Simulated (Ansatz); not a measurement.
# NH3 on the 1x1 (110) surface of 3C silicon carbide (cut with top plane C + Si), one in a 2x2 cell, started at the site 'over C at depth 1.5 Å'

Host crystal: 3C silicon carbide, with a band gap (PBE, scalar-relativistic without spin-orbit coupling).

Calculation: HSE06, at the PBE geometry (plane waves to 420 eV, PAW; Ansatz, a program for electronic structure).

Model: 52-atom slab, 7.7 Å thick at the start under the adsorbate (thin: gaps and levels are the slab's own), 3x2x1 mesh, Fermi-Dirac 0.01 eV, dipole correction, single point; no symmetry held, on the structure that PBE left; no spin, no spin-orbit, no U, no dispersion correction. At the end it is bonded to Si. In PBE it is, or lies within 0.03 eV of, the lowest of the starts that converged; the order may differ at this level.

adsorption energy against NH3(g) at the same level: -2.03 eV
change of the step from the bottom to the top vacuum level, against the clean slab: -1.50 eV
height of the binding atom over the mean of the host atoms within 0.3 Å of the top one: 1.489 Å
nearest host atoms of the binding atom: Si at 1.90 Å, C at 2.92 Å, C at 3.00 Å
cost: roughly 50 core-minutes

A negative adsorption energy means that the adsorbate is more stable on the surface than in its reference.
